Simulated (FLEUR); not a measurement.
FLEUR is run on Rh (Fm-3m, 1 atom in the cell), and the run fails. The aim is a self-consistent single point with DFT, PBE, all-electron FLAPW (FLEUR), scalar-relativistic valence.

Cell that was meant: a = 2.6912 Å, b = 2.6912 Å, c = 2.6912 Å, α = 60.00°, β = 60.00°, γ = 60.00°.

Part of the input:

```xml
   <atomSpecies>
      <species name="Rhodium (Rh)" element="Rh" atomicNumber="45">
         <mtSphere radius="2.38" gridPoints="819" logIncrement="0.016"/>
         <atomicCutoffs lmax="10" lnonsphr="14"/>
         <electronConfig flipSpins="F">
            <coreConfig>(1s1/2) (2s1/2) (2p1/2) (2p3/2) (3s1/2) (3p1/2) (3p3/2) (4s1/2) (3d3/2) (3d5/2)</coreConfig>
            <valenceConfig>(4p1/2) (4p3/2) (5s1/2) (4d3/2) (4d5/2)</valenceConfig>
```

The program printed (abridged):

```
      Welcome to FLEUR        (www.flapw.de)
      MaX-Release 8.1          (www.max-centre.eu)
************FLEUR-Warning*****************
Error message: lnonsph cannot be larger than lmax
Error from PE:0/1
Warnings not ignored. To make the warning nonfatal create a file 'JUDFT_WARN_ONLY' in the working directory or start FLEUR with the -warn_only command line option.
```

**Question.** From the messages shown, name the fault and mend the input.

**Answer.** The fault is a non-spherical cutoff above the angular cutoff of the basis. The cutoff of the non-spherical Hamiltonian terms refers to basis functions in the spheres, so it cannot exceed their own angular cutoff. To fix it, keep it at or under the basis's cutoff. The program stopped before any SCF iteration.

The sound input it was made from differs as follows (other fixes are possible):
```diff
-         <atomicCutoffs lmax="10" lnonsphr="14"/>
+         <atomicCutoffs lmax="10" lnonsphr="8"/>
```

With that input, the run converged in 13 iterations: free energy E − TS -130213.8510 eV; Fermi level (on the code's own zero) 14.58 eV (DFT, PBE, all-electron FLAPW (FLEUR), scalar-relativistic valence).

On the sound input: the starting cell comes from a database of computed structures (which also holds hypothetical and non-ambient phases and stackings), without a prior relaxation at this level. Spin polarisation is off. Values depend on the basis (sphere radii, cutoffs, local orbitals), which need not be converged.
